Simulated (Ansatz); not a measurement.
Phonon-limited transport in PtAl2 (Fm-3m)

Given:

```yaml
crystal:
  lattice:
    - [0.00000, 2.94812, 2.94812]
    - [2.94812, 0.00000, 2.94812]
    - [2.94812, 2.94812, 0.00000]
  atoms:
    - { symbol: Al, position: [0.25000, 0.25000, 0.25000] }
    - { symbol: Al, position: [0.75000, 0.75000, 0.75000] }
    - { symbol: Pt, position: [0.00000, 0.00000, 0.00000] }
```

Method: PBEsol, DFPT electron-phonon coupling, linearised Boltzmann equation (plane waves, PAW, scalar-relativistic; Ansatz, a first-principles code). How the cell was made: relaxed with this functional, without spin-orbit coupling.

```json
{
  "resistivity at 300 K": "6.8 μΩ·cm",
  "resistivity at 77 K": "0.94 μΩ·cm",
  "electron mean free path at 300 K (weighted by the current that each state carries)": "13.5 nm",
  "electron-phonon coupling λ": "0.40",
  "transport coupling λ_tr": "0.39",
  "logarithmic_mean_phonon_energy": "15.6 meV",
  "density of states at the Fermi level": "0.59 states/(eV·spin·cell)",
  "drude_plasma_energy": "7.9 eV",
  "Hall coefficient at 300 K": "13.2 ×10⁻¹¹ m³/C",
  "Tc for μ* = 0.10 (anisotropic Eliashberg)": "below 1 K",
  "Tc for μ* = 0.13 (anisotropic Eliashberg)": "below 1 K"
}
```

A metal at this level (no band gap). Only scattering by harmonic phonons is included (no impurities, grain boundaries, electron-electron scattering or thermal expansion). Spin-orbit coupling is left out, which matters with elements this heavy. Halving the electron mesh (24x24x24) moves the resistivity by up to 3 % at 300 K, the mean free path by up to 3 %, the coupling by up to 1 %. Smearing 0.20 eV; phonons on a 4x4x4 q mesh, which this run doesn't test and which matters most at low temperature. Tc comes from the anisotropic Migdal-Eliashberg equations with μ*, a chosen number, referred to 24 meV.
